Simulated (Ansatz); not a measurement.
Consider an 8-atom supercell of ZnSnP2 in the chalcopyrite structure (space group I-42d, No. 122) at its relaxed geometry.

```xyz
8
Lattice="-2.8512 2.8512 5.7178 5.7023 0.0000 0.0000 0.0000 5.7023 0.0000" Properties=species:S:1:pos:R:3 pbc="T T T"
Zn     0.0000     2.8512     2.8589
Zn     0.0000     0.0000     0.0000
Sn     2.8512     5.7023     2.8589
Sn     2.8512     2.8512     0.0000
P     -1.4256     4.1500     4.2883
P      1.4256     7.2547     4.2883
P      4.4035     1.4256     1.4294
P      1.2988     4.2768     1.4294
```

Level of theory: Ansatz (an electronic-structure program) PBE, scalar-relativistic without spin-orbit coupling.

One neutral defect a cell, atoms relaxed at fixed cell.

One change was made to it. Results:

```tsv
quantity	base	after
largest displacement of a host atom from its site in the perfect cell	–	0.09 Å
pressure	0.0 GPa	-3.2 GPa
```

Question: Which change produced these results?
A) Zn vacancy
B) H interstitial (started 2.40 Å from the nearest host atom)
C) Sn on a Zn site (antisite)
D) Pt on a Sn site, symmetric start

Answer: A, Zn vacancy. For comparison, the pressure in the other runs: Pt on a Sn site, symmetric start gives -4.4 GPa; Sn on a Zn site (antisite) gives 4.9 GPa; H interstitial (started 2.40 Å from the nearest host atom) gives 2.2 GPa.

Other magnetic orders, which the real material may have, were not ruled out. The cell is small, so the values are those of an ordered compound at a high defect concentration; dilute-limit values will differ. The mesh was chosen for an insulator and is coarse for the gapless case. Defects with a symmetric start kept the site's symmetry and may sit on a saddle; the others started slightly shaken. Starting moments died away, wholly or in part, for Zn vacancy, Pt on a Sn site, Sn on a Zn site (antisite) and H interstitial (started 2.40 Å from the nearest host atom); another magnetic solution may exist.
